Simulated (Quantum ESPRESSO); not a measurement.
Worked example: self-consistent single point of InP (F-43m, 2 atoms in the cell) in Quantum ESPRESSO.

Computed with PBE, GBRV 1.5 ultrasoft (PBE) pseudopotentials (plane waves; Quantum ESPRESSO 7.5).

```yaml
crystal:
  lattice:
    - [-2.94135, 0.00000, 2.94135]
    - [0.00000, 2.94135, 2.94135]
    - [-2.94135, 2.94135, 0.00000]
  atoms:
    - { symbol: In, position: [0.00000, 0.00000, 0.00000] }
    - { symbol: P, position: [0.25000, 0.25000, 0.25000] }
```

Reference input (self-consistent single point, DFT, PBE, plane waves, GBRV 1.5 ultrasoft (PBE) pseudopotentials): ecutwfc = 40 Ry; ecutrho = 200 Ry; occupations = smearing; smearing = gaussian; degauss = 0.00147 Ry; potentials = {In: in_pbe_v1.4.uspp.F.UPF, P: p_pbe_v1.5.uspp.F.UPF}; K_POINTS = automatic 5 5 5 0 0 0; conv_thr = 1e-11 Ry. This run's input differs from it in these lines:

```diff
@@ -29,3 +29,3 @@
 K_POINTS automatic
-5 5 5  0 0 0
+4 4 4  0 0 0
```

Log, with long lists cut:

```
     Self-consistent Calculation

     iteration #  1     ecut=    40.00 Ry     beta= 0.70

     total energy              =    -147.72087524 Ry
     estimated scf accuracy    <       2.56317057 Ry

     iteration #  2     ecut=    40.00 Ry     beta= 0.70

     total energy              =    -148.72864299 Ry
     estimated scf accuracy    <       1.48600011 Ry

     iteration #  3     ecut=    40.00 Ry     beta= 0.70

     total energy              =    -149.01657322 Ry
     estimated scf accuracy    <       0.01782337 Ry

   [... 6 blocks of this kind left out ...]

     iteration # 10     ecut=    40.00 Ry     beta= 0.70

     total energy              =    -149.01958152 Ry
     estimated scf accuracy    <          1.3E-11 Ry

     iteration # 11     ecut=    40.00 Ry     beta= 0.70
     End of self-consistent calculation

     the Fermi energy is     7.0902 ev

!    total energy              =    -149.01958152 Ry
     estimated scf accuracy    <          7.2E-13 Ry
     smearing contrib. (-TS)   =      -0.00000000 Ry
     internal energy E=F+TS    =    -149.01958152 Ry

     convergence has been achieved in  11 iterations

     Forces acting on atoms (cartesian axes, Ry/au):

     atom    1 type  1   force =     0.00000000    0.00000000    0.00000000
     atom    2 type  2   force =     0.00000000    0.00000000    0.00000000

     Total force =     0.000000     Total SCF correction =     0.000000

          total   stress  (Ry/bohr**3)                   (kbar)     P=       20.31
   0.00013808  -0.00000000   0.00000000           20.31       -0.00        0.00
   0.00000000   0.00013808  -0.00000000            0.00       20.31       -0.00
  -0.00000000  -0.00000000   0.00013808           -0.00       -0.00       20.31

   JOB DONE.
```

The run converged in 11 iterations. Against the reference run the free energy rises by 37.3 meV/atom, the pressure goes from 1.88 to 2.03 GPa and the gap on the mesh hardly changes (0.625 to 0.616 eV).

The starting cell comes from a database of computed structures (which also holds hypothetical and non-ambient phases and stackings), without a prior relaxation at this level. Its lattice was rescaled by a random factor within 2.5 % of one.
